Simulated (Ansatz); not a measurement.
Ansatz (a first-principles code) run on TiCo (Pm-3m, 2 atoms in the cell): self-consistent single point.

Level of theory: PBE (plane waves, PAW; Ansatz).

The change in words: lattice scaled by 0.98. Reference geometry:
```
TiCo
1.0
    2.96309     0.00000     0.00000
    0.00000     2.96309     0.00000
    0.00000     0.00000     2.96309
Ti Co
1 1
Direct
  0.00000   0.00000   0.00000
  0.50000   0.50000   0.50000
```

Reference input (self-consistent single point, DFT, PBE, plane waves, default PAW files): basis.ecutwfc = 420 eV; kpoints.mp_grid.grid = 9 9 9; hamiltonian.xc = pbe; hamiltonian.pseudopotentials = {kind: paw} (the program's default PAW files); scf.occupations.method = fermi_dirac; scf.occupations.width = 0.136 eV. This run's input differs from it in these lines:

```diff
@@ -3,5 +3,5 @@
   lattice:
-    - [2.963090, 0.000000, 0.000000]
-    - [0.000000, 2.963090, 0.000000]
-    - [0.000000, 0.000000, 2.963090]
+    - [2.903828, 0.000000, 0.000000]
+    - [0.000000, 2.903828, 0.000000]
+    - [0.000000, 0.000000, 2.903828]
   atoms:
```

Log, with long lists cut:

```
SCF iter   1: F=—  HF=-7626.582232 eV  |F-HF|=—  |Δ(HF+E_count)|=         —  Δρ=9.85e-3  dr2=1.98e-2  ethr=1.77e-3  ⟨swp⟩=4.2  Hψ=2480  notcnv=0
all-band conjugate gradients solve this SCF's bands
preconditioner: auto → none
SCF iter   2: F=—  HF=-7626.581900 eV  |F-HF|=—  |Δ(HF+E_count)|=   3.33e-4  Δρ=6.20e-3  dr2=8.43e-3  ethr=6.82e-5  ⟨swp⟩=1.0  Hψ=945  notcnv=0
SCF iter   3: F=—  HF=-7626.581579 eV  |F-HF|=—  |Δ(HF+E_count)|=   3.21e-4  Δρ=1.40e-3  dr2=3.33e-4  ethr=2.91e-5  ⟨swp⟩=1.0  Hψ=665  notcnv=0
SCF iter   4: F=—  HF=-7626.581539 eV  |F-HF|=—  |Δ(HF+E_count)|=   3.93e-5  Δρ=2.11e-4  dr2=2.26e-6  ethr=1.15e-6  ⟨swp⟩=2.1  Hψ=849  notcnv=0
SCF iter   5: F=—  HF=-7626.581518 eV  |F-HF|=—  |Δ(HF+E_count)|=   2.13e-5  Δρ=6.23e-5  dr2=2.86e-7  ethr=7.78e-9  ⟨swp⟩=2.0  Hψ=1181  notcnv=0
SCF iter   6: F=-7626.581518 eV  HF=-7626.581518 eV  |F-HF|=5.80e-9  |Δ(HF+E_count)|=   7.43e-8  Δρ=5.94e-6  dr2=8.68e-9  ethr=3.45e-10  ⟨swp⟩=4.9  Hψ=2745  notcnv=0
SCF 1 converged in 6 iterations: F = -7626.581518 eV  dr2 = 8.68e-9
Free energy (F): -7626.581518 eV
Internal energy: -7626.429883 eV  (E = F + TS)
E sigma→0 (E₀):  -7626.505701 eV
Entropy (-TS):   -0.151635 eV (-75.818 meV/atom)
Fermi energy:    18.335972 eV
--- Forces (eV/Å), atoms counted from 1 ---
  atom   1  Ti    -0.00000000    -0.00000000    -0.00000000
  atom   2  Co     0.00000000    -0.00000000    -0.00000000
--- Stress (GPa, compression-positive) ---
       14.753087       0.000000       0.000000
        0.000000      14.753087       0.000000
        0.000000       0.000000      14.753087
  P = ⅓ Tr σ = 14.7531 GPa (147.531 kbar)
  The stress holds the Pulay correction. Without it, at fixed plane waves, as pw.x and ABINIT print it: P = 14.6673 GPa
```

The run converged in 6 iterations. Against the reference run the free energy rises by 38.5 meV/atom and the pressure goes from 2.04 to 14.75 GPa.

The starting cell has typed, rounded lattice constants, without a prior relaxation at this level. Its lattice was rescaled by a random factor within 2.5 % of one. For this run, on top of that: lattice scaled by 0.98. Spin polarisation is off. With a pressure of about 15 GPa the cell is away from its equilibrium volume at this level. Ansatz's pressure includes its estimate of the finite-basis (Pulay) stress.

Keys are those of Ansatz 0.2.
